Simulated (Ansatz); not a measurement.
Results of PBEsol+SOC in Ansatz (PAW) for Zn2SnO4 (Imma, No. 74, 14 atoms in the cell; start mp-35493).

Run with plane-wave cutoff 520 eV, 6×6×6 k mesh, Fermi–Dirac smearing 0.01 eV, PAW data made under PBE.

Cell (relaxed with PBEsol):

```xyz
14
Lattice="-2.9962 3.1211 4.3355 2.9962 -3.1211 4.3355 2.9962 3.1211 -4.3355" Properties=species:S:1:pos:R:3 pbc="T T T"
Zn     0.0000     4.6817     1.2300
Zn     2.9962    -1.5606     3.1054
Zn     1.4981     1.5606     2.1677
Zn    -1.4981     1.5606     2.1677
Sn     2.9962     0.0000     0.0000
Sn     0.0000     0.0000     4.3355
O      2.9962     0.1078     2.0436
O      0.0000     3.0133     2.2919
O      2.9962     3.0133     2.0436
O      0.0000     0.1078     2.2919
O      1.5889     1.5606     0.0087
O      1.4073     1.5606     4.3268
O      4.4034     1.5606     0.0087
O     -1.4073     1.5606     4.3268
```

Give the computed band gap.


band gap: 0.92 eV (on the SCF k mesh)

A start named mp-… is a Materials Project structure, which need not be a measured phase.

Ansatz is a first-principles code.
